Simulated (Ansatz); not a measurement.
Consider the following.

```xyz
2
Lattice="0.0000 3.1891 3.3574 3.1891 0.0000 3.3574 3.1891 3.1891 0.0000" Properties=species:S:1:pos:R:3 pbc="T T T"
Sn     0.0000     0.0000     0.0000
Sn     1.5946     1.5946     1.6787
```

The numbers are results of r2SCAN with spin-orbit coupling, rigid bands (plane waves, PAW; Ansatz, a quantum-chemistry and plane-wave program), not measurements. Condition of this run: biaxial stress in (001) of 1.6 GPa (compression positive) (the target of the relaxation). Cell: cell and atoms relaxed with PBEsol, then loaded as said.

Task: Is this a good metal at this level?

Result: No. No gap is resolved, and few carriers conduct, as in a semimetal or a zero-gap semiconductor. N(E_F) = 0.063 states/eV a cell at 300 K and the Drude plasma energy along the best axis is 0.68 eV, several times under that of a simple or noble metal.
